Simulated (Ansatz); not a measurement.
Start from WSi2 (space group I4/mmm, No. 139; a = 3.202 Å, c = 7.818 Å; relaxed with 0.1 eV smearing). Axes: x, y, z lie along a, b, c of the conventional cell.

All numbers come from PBEsol/PAW in Ansatz (a quantum-chemistry and plane-wave program), no SOC.

For the base:

* **Pressure**: 0.0 GPa

The change: tensile biaxial strain of 1.50 % in the plane normal to [001], as in epitaxy on a mismatched substrate; the out-of-plane cell vector and the atoms relax.

Question: What does the calculation give for the energy relative to the base, pressure and out-of-plane strain after the change?

Answer: The energy rises by 9.6 meV/atom; the pressure (mean of the normal stresses, compression positive) goes from zero to -5.0 GPa; the out-of-plane strain comes out as -0.51 %.

No phonon test of stability was made. All final runs are without spin polarisation.
